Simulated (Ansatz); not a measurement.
For TaSi2 (model structure, from the CrSi2 type, P6₂22, No. 180), PBE (PAW; Ansatz, an electronic-structure program) gives:

| Item | Result |
|---|---|
| equilibrium lattice constant a | 4.805 Å |
| lattice parameter c | 6.598 Å |

Q: What does PBE-D3(BJ) (plane waves, PAW; Ansatz) give for the same quantities?

A: 
- lattice constant a: 4.747 Å (decreases by 1.2 %)
- lattice parameter c: 6.541 Å (drops by 0.9 %)

Changes are worked out from the printed values.

Unless a cell is named, each level is at its own relaxed cell (PBE 14.66, PBE-D3(BJ) 14.18 Å³/atom).

Levels without +SOC leave out spin–orbit coupling, which shifts energies and cells of such heavy elements.

Ansatz's density-functional and Hartree–Fock values are scalar-relativistic unless marked +SOC, with PAW data made under PBE.

A model structure was made by putting elements into a prototype or built by hand; it is no filed structure, need not be a known phase, and can be a saddle point held by its symmetry.
